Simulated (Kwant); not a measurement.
Model system: quantum point contact (saddle potential) in a Si two-dimensional gas. Effective mass 0.19 mₑ, grid spacing 1.7 nm, hard walls, nominal width 40 nm (23 grid rows, so walls 40.8 nm apart), one parabolic valley, scattering region 120 nm long along x; energies count from the band bottom; Fermi energy 0.0121 eV. Potential (V0 + ½k y²) cos²(πx/L) for |x| < L/2, with V0 swept from 0.012705 to 0 eV, k = 0.00035 eV/nm², L = 87 nm.

Constants are typed, rounded textbook-type inputs, not results; the design itself was drawn at random and stands for no fabricated device.

Computed with Kwant: effective-mass tight-binding model on a square grid, one spin, coherent transport at 0 K. Conductance is in e²/h.

Q: Compare with the saddle-point formula G = Σ 1/(1 + exp(−2π(E − V0 − ħωy(n + ½))/ħωx)), taking ħωy = ħ√(k/m) and ħωx from the curvature along x of V0 plus half of the mode's confinement energy.

A: ħωy = 11.8 meV; at V0 = 10.3 meV the lowest mode has ħωx = 3.73 meV.

```
V0 (meV)  formula  simulation
--------  -------  ----------
12.0      0.00010      7.2e-5
10.3      0.00094     0.00080
8.65        0.011       0.011
7.00         0.17        0.18
5.34         0.86        0.87
3.68         1.00        1.00
```

The formula takes a parabolic saddle in the continuum; the run has the full potential on a grid.
